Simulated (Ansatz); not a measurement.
# Sn, pressure series

Take Sn (space group I4_1/amd, No. 141; a = 5.886 Å, c = 3.184 Å) as the base.

Cell and atoms are relaxed at each pressure.

Calculations: Kohn–Sham DFT with the r2SCAN functional, run in Ansatz (a program for electronic structure) with PAW and 500 eV plane waves, no SOC.

| pressure (GPa) | volume per atom (Å³/atom) |
|---|---|
| -2 | 28.725 |
| -1 | ? |
| 0 | 27.577 |
| 3 | 26.244 |
| 7 | 24.918 |
| 15 | 23.047 |
| 30 | 20.821 |
| 75 | 17.446 |
| 100 | 16.350 |

Fit the third-order Birch–Murnaghan form P(V) = (3B₀/2)[(V₀/V)^(7/3) − (V₀/V)^(5/3)]·[1 + (3/4)(B₀′ − 4)((V₀/V)^(2/3) − 1)] (squares taken in P) to the rows shown and predict the withheld row.

Least squares on the printed values gives V₀ = 27.565 Å³/atom, B₀ = 55.0 GPa, B₀′ = 4.7; this predicts 28.094 Å³/atom, and the run gives 28.107 Å³/atom, 0.013 higher.

Measured bulk modulus of Sn: 57.037 GPa (temperature not stated; as listed in Tao Chen et al., Physical Review Materials (2023)); the computed value is for a static lattice, so the two differ by thermal effects too.

Load acts through the strain it causes; cell and atoms are relaxed under it. No phonon test of stability was made. Measured, Sn leaves this structure (for a body-centred tetragonal phase) near 8 GPa (temperature not stated; as listed in Olga Degtyareva, NATO science for peace and security series. B, Physics and biophysics (2010)).
